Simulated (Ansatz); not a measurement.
## Ansatz run on RbGeBiS4 (P2_1/c, 28 atoms in the cell): self-consistent single point

Method of the run: LDA (PW92), default PAW files made with PBE (plane waves; Ansatz, a program for electronic structure).

Input as run:

Ansatz 0.2 input:
```yaml
crystal:
  lattice:
    - [6.516584, 0.000000, 0.000000]
    - [0.000000, 6.783227, 0.000000]
    - [-5.814002, 0.000000, 16.813559]
  atoms:
    - { symbol: Rb, position: [0.290260, 0.743120, 0.035380] }
    - { symbol: Rb, position: [0.709740, 0.243120, 0.464620] }
    - { symbol: Rb, position: [0.709740, 0.256880, 0.964620] }
    - { symbol: Rb, position: [0.290260, 0.756880, 0.535380] }
    - { symbol: Bi, position: [0.234670, 0.682940, 0.280652] }
    - { symbol: Bi, position: [0.765330, 0.182940, 0.219348] }
    - { symbol: Bi, position: [0.765330, 0.317060, 0.719348] }
    - { symbol: Bi, position: [0.234670, 0.817060, 0.780652] }
    - { symbol: Ge, position: [0.201150, 0.273740, 0.156330] }
    - { symbol: Ge, position: [0.798850, 0.773740, 0.343670] }
    - { symbol: Ge, position: [0.798850, 0.726260, 0.843670] }
    - { symbol: Ge, position: [0.201150, 0.226260, 0.656330] }
    - { symbol: S, position: [0.404600, 0.328810, 0.281000] }
    - { symbol: S, position: [0.595400, 0.828810, 0.219000] }
    - { symbol: S, position: [0.595400, 0.671190, 0.719000] }
    - { symbol: S, position: [0.404600, 0.171190, 0.781000] }
    - { symbol: S, position: [0.003640, 0.510250, 0.357410] }
    - { symbol: S, position: [0.996360, 0.010250, 0.142590] }
    - { symbol: S, position: [0.996360, 0.489750, 0.642590] }
    - { symbol: S, position: [0.003640, 0.989750, 0.857410] }
    - { symbol: S, position: [0.020400, 0.021020, 0.369060] }
    - { symbol: S, position: [0.979600, 0.521020, 0.130940] }
    - { symbol: S, position: [0.979600, 0.978980, 0.630940] }
    - { symbol: S, position: [0.020400, 0.478980, 0.869060] }
    - { symbol: S, position: [0.413000, 0.239810, 0.084780] }
    - { symbol: S, position: [0.587000, 0.739810, 0.415220] }
    - { symbol: S, position: [0.587000, 0.760190, 0.915220] }
    - { symbol: S, position: [0.413000, 0.260190, 0.584780] }
basis:
  ecutwfc: 420.0
kpoints:
  mp_grid:
    grid: [3, 3, 1]
hamiltonian:
  xc: lda
  pseudopotentials:
    kind: paw
scf:
  occupations:
    method: cold
    width: 0.272
output:
  forces: true
  eigenvalues: true
  stress: true
```

Output (repeated stretches shortened):

```
WARN ansatz: RAYON_NUM_THREADS=1 ignored (pool sized by the plan → 1); use --threads N
Pseudopotentials: kind: paw
Pseudopotential: Rb, paw, valence charge 9
Pseudopotential: Bi, paw, valence charge 15
Pseudopotential: Ge, paw, valence charge 14
Pseudopotential: S, paw, valence charge 6
Crystal: 28 atoms, lattice volume = 743.218 Å³
Basis set: ecut = 420 eV, 14533 PW (Γ)
Bands: 152, of which v1, the nominal top of the filled ones, is band 124 counted from 1 (123 counted from 0)
Symmetry: 4 space group operations
Space group: P21/c (ITA 14), of the structure as read, at distance tolerance 9.1e-5 Å
k-points: 4 of 9
PAW frozen core: Rb, regenerated for the run's functional, and the local potential with it
PAW frozen core: Bi, regenerated for the run's functional, and the local potential with it
PAW frozen core: Ge, regenerated for the run's functional, and the local potential with it
PAW frozen core: S, regenerated for the run's functional, and the local potential with it
Initial density: superposition of atomic densities (neutral atoms: chi_scale 0, normalization atom), corrected by the library's trained network
Initial wavefunctions: pseudopotential atomic-orbital guess
Eigensolver: davidson
Functional: x = slater, c = lda
SCF iter   1: F=—  HF=-91819.841270 eV  |F-HF|=—  |Δ(HF+E_count)|=         —  Δρ=6.11e-3  dr2=3.72e-1  ethr=1.77e-3  ⟨swp⟩=6.8  Hψ=2577  notcnv=0
all-band conjugate gradients solve this SCF's bands
preconditioner: auto → Resta (q_TF=auto, 2.272 Å⁻¹)
SCF iter   2: F=—  HF=-91819.745290 eV  |F-HF|=—  |Δ(HF+E_count)|=   9.60e-2  S|Δr|=   3.19e-6  Δρ=2.86e-3  dr2=4.96e-2  ethr=1.50e-4  ⟨swp⟩=2.2  Hψ=823  notcnv=0
SCF iter   3: F=—  HF=-91819.732193 eV  |F-HF|=—  |Δ(HF+E_count)|=   1.31e-2  S|Δr|=   3.47e-7  Δρ=8.07e-4  dr2=4.93e-3  ethr=2.00e-5  ⟨swp⟩=3.0  Hψ=1094  notcnv=0
SCF iter   4: F=—  HF=-91819.731415 eV  |F-HF|=—  |Δ(HF+E_count)|=   7.78e-4  S|Δr|=   1.36e-7  Δρ=2.10e-4  dr2=5.09e-4  ethr=1.99e-6  ⟨swp⟩=2.0  Hψ=999  notcnv=0
SCF iter   5: F=—  HF=-91819.731245 eV  |F-HF|=—  |Δ(HF+E_count)|=   1.70e-4  S|Δr|=   1.28e-8  Δρ=7.86e-5  dr2=7.44e-5  ethr=2.05e-7  ⟨swp⟩=2.0  Hψ=999  notcnv=0
SCF iter   6: F=—  HF=-91819.731099 eV  |F-HF|=—  |Δ(HF+E_count)|=   1.46e-4  S|Δr|=   5.50e-9  Δρ=2.62e-5  dr2=8.67e-6  ethr=3.00e-8  ⟨swp⟩=2.0  Hψ=996  notcnv=0
SCF iter   7: F=—  HF=-91819.731101 eV  |F-HF|=—  |Δ(HF+E_count)|=   2.30e-6  S|Δr|=   1.04e-9  Δρ=8.22e-6  dr2=9.52e-7  ethr=3.50e-9  ⟨swp⟩=2.0  Hψ=1003  notcnv=0
SCF iter   8: F=—  HF=-91819.731101 eV  |F-HF|=—  |Δ(HF+E_count)|=   1.59e-8  S|Δr|=   1.34e-9  Δρ=3.10e-6  dr2=1.34e-7  ethr=3.84e-10  ⟨swp⟩=2.0  Hψ=1003  notcnv=0
SCF iter   9: F=-91819.731101 eV  HF=-91819.731101 eV  |F-HF|=9.31e-10  |Δ(HF+E_count)|=   4.28e-9  S|Δr|=  4.79e-10  Δρ=7.26e-7  dr2=7.21e-9  ethr=4.03e-11  ⟨swp⟩=11.5  Hψ=3058  notcnv=0
SCF 1 converged in 9 iterations: F = -91819.731101 eV  dr2 = 7.21e-9
SCF converged after 9 iterations
Stability not checked (fill_not_monotonic)
Free energy (F): -91819.731101 eV
F+E_penalty+E_count: -91819.731102 eV  (lagrangian_ev)
Harris-Foulkes:  -91819.731101 eV  (|F-HF|=9.31e-10)
Internal energy: -91819.731101 eV  (E = F + TS)
E sigma→0 (E₀):  -91819.731101 eV
Entropy (-TS):   0.000000 eV (0.000 meV/atom)
Fermi energy:    6.228191 eV
Step filling:    the computed levels leave a gap of 2.1432 eV = 7.9 smearing widths
--- Per-component energies (eV) ---
  E_band       = -1748.432864
  E_kinetic    = 4149.713279
  E_local      = -25653.079562  (includes V_loc(G=0)·N_el)
  E_nonlocal   = 5147.715907
  E_hartree    = 10046.057486
  E_xc         = -2964.896439
  E_vxc        = -2795.492760  (∫ρ·V_xc dr)
  E_paw        = -68381.535240  (= ΣΔE_a)
  E_vpaw       = -2689.402577  (= ΣTr[D̂ρ^β])
  E_aug_tail   = -0.000907  (compensation charges beyond the density's cutoff)
  E_ewald      = -14174.855589
  E_core_change = 11.149963  (= ΣΔE_core)
  E_smearing   = 0.000000  (= −TS)
  E_closure    = 0.000000  (closes the sum)
  E_count      = -0.000001  (occupations off the electron count; not in F)
  Σ components = -91819.731101   (vs F -91819.731101, Δ=0.00e0)
--- Forces (eV/Å), atoms counted from 1 ---
  atom   1  Rb    -0.02086307     0.00014075    -0.00100404
  atom   2  Rb     0.02086307     0.00014075     0.00100404
  atom   3  Rb     0.02086307    -0.00014075     0.00100404
  atom   4  Rb    -0.02086307    -0.00014075    -0.00100404
  atom   5  Bi     0.07874207     0.41540306    -0.22735053
  atom   6  Bi    -0.07874207     0.41540306     0.22735053
   [... 17 lines left out ...]
  atom  24  S      0.21689567    -0.24097391     0.09489243
  atom  25  S      0.24742684    -0.03455703    -0.26241027
  atom  26  S     -0.24742684    -0.03455703     0.26241027
  atom  27  S     -0.24742684     0.03455703     0.26241027
  atom  28  S      0.24742684     0.03455703    -0.26241027
  max |Σ_I F_I| component: 5.55e-17 eV/Å
--- Stress (GPa, compression-positive) ---
        0.556083      -0.000000       0.083873
       -0.000000       0.463129      -0.000000
        0.083873      -0.000000       0.295984
  P = ⅓ Tr σ = 0.4384 GPa (4.384 kbar)
  The stress holds the Pulay correction. Without it, at fixed plane waves, as pw.x and ABINIT print it: P = 0.4211 GPa
--- Band table (eV) ---
  k-point 0: bands = ["-20.4880", "-20.4880", "-20.4819", "-20.4819", "-19.3678", "-19.3677", "-19.3677", "-19.3676", "-19.3562", "-19.3562", "-19.3561", "-19.3561", "-19.3524", "-19.3524", "-19.3524", "-19.3524", "-19.3028", "-19.3028", "-19.3028", [...]
  k-point 1: bands = ["-20.4865", "-20.4865", "-20.4833", "-20.4833", "-19.3677", "-19.3677", "-19.3677", "-19.3677", "-19.3562", "-19.3562", "-19.3561", "-19.3561", "-19.3524", "-19.3524", "-19.3524", "-19.3524", "-19.3028", "-19.3028", "-19.3028", [...]
  k-point 2: bands = ["-20.4865", "-20.4865", "-20.4833", "-20.4833", "-19.3678", "-19.3678", "-19.3677", "-19.3677", "-19.3562", "-19.3562", "-19.3561", "-19.3561", "-19.3525", "-19.3525", "-19.3525", "-19.3525", "-19.3028", "-19.3028", "-19.3028", [...]
  k-point 3: bands = ["-20.4858", "-20.4856", "-20.4841", "-20.4840", "-19.3678", "-19.3678", "-19.3677", "-19.3677", "-19.3562", "-19.3562", "-19.3562", "-19.3562", "-19.3525", "-19.3525", "-19.3525", "-19.3525", "-19.3028", "-19.3028", "-19.3028", [...]
```

The run converged in 9 iterations.

The starting cell comes from a database of published, mostly measured structures (it also holds non-ambient and calculated ones), without a prior relaxation at this level. Its lattice was rescaled by a random factor within 2.5 % of one. Spin-orbit coupling is off. Ansatz's pressure includes its estimate of the finite-basis (Pulay) stress. Another mesh or the band path of this cell gives a smaller gap, so this value is not converged in the mesh.

Cost on one core of a shared machine: roughly 30 s.
